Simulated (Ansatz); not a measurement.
Results of PBEsol (PAW; Ansatz, a program for electronic structure) for AlSiCN (P3m1, No. 156, 4 atoms in the cell; start mp-1227998).

Run with plane-wave cutoff 520 eV, 12×12×8 k mesh (along the axes of the cell as run), Fermi–Dirac smearing 0.01 eV, scalar-relativistic PAW data made under PBE.

Computed at the level's own relaxed cell.

```xyz
4
Lattice="3.0941 0.0000 0.0000 -1.5470 2.6795 0.0000 0.0000 0.0000 5.0268" Properties=species:S:1:pos:R:3 pbc="T T T"
Al     0.0000     1.7864     2.5496
Si     1.5470     0.8932     5.0134
C      0.0000     1.7864     0.5452
N      1.5470     0.8932     3.2021
```

Question: List the 10 lowest band energies at Γ above −25 eV (eV, relative to the valence band maximum), grouping those that round alike.

Answer: At Γ: -16.19, -12.37, -7.66, -1.87 (×2), -0.38, 0.00 (×2), 4.10, 6.11.

A start named mp-… is a Materials Project structure, which need not be a measured phase.
